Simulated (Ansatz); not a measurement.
Migration of Ga vacancy, charge -3, in different hosts. Calculation: PBE, PAW (plane waves to 420 eV; Ansatz, a quantum-chemistry and plane-wave program).

Barriers are those of the lowest checked hop between equivalent sites, from the lowest site run (climbing-image NEB, static, fixed cells, no finite-size terms; on the finer meshes named, energies are single points at the band's geometries). One hop need not carry long-range diffusion, and untried routes could be lower. Saddle orders were checked for a part of the study's bands only and are not shown. Vacancies start on their lattice site; split forms were not set up. Charge states are imposed.

```tsv
Host	Route	Hop (Å)	Neighbours at the saddle	Barrier (eV)	Cell
zinc-blende GaN	a nearby Ga jumps into the vacancy	3.11	N at 1.81, 2 N at 2.30, 2 N at 2.32 Å	2.12	64 sites, 2×2×2 shifted
zinc-blende GaP	a nearby Ga jumps into the vacancy	3.75	P at 2.28, P at 2.60, P at 2.63, P at 2.80, P at 2.82 Å	1.92	64 sites, 2×2×2 shifted
wurtzite GaN	a nearby Ga jumps into the vacancy	3.10	N at 1.78, N at 1.88 Å	…	72 sites, 2×2×2 shifted along c
```

**Question.** Fill in the missing entries.

**Answer.** 
- wurtzite GaN, Barrier (eV): 1.99
